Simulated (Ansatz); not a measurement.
We consider white tin (β-Sn), described by B3LYP (VWN-RPA form) (plane waves, PAW; Ansatz, a first-principles code).

Settings: plane-wave cutoff 460 eV, 10×10×10 k mesh, Fermi–Dirac smearing 0.05 eV, scalar-relativistic PAW data made under PBE.

Computed at the level's own relaxed cell.

Q: Give the computed lattice parameter a and lattice parameter c.

A: 
- lattice parameter a = 6.022 Å
- lattice parameter c = 3.256 Å

Measured, for comparison: lattice constant a 5.831 Å, lattice parameter c 3.181 Å (293 K, no zero-point or thermal correction; as tabulated in Wikipedia's data pages). Computed (rounded) less measured: lattice constant a +3.3 %, lattice parameter c +2.4 %.

Spin–orbit coupling is not included.

Static lattice: no zero-point or thermal effects.

Cost on a shared machine: about 100 core-minutes (a rough figure).
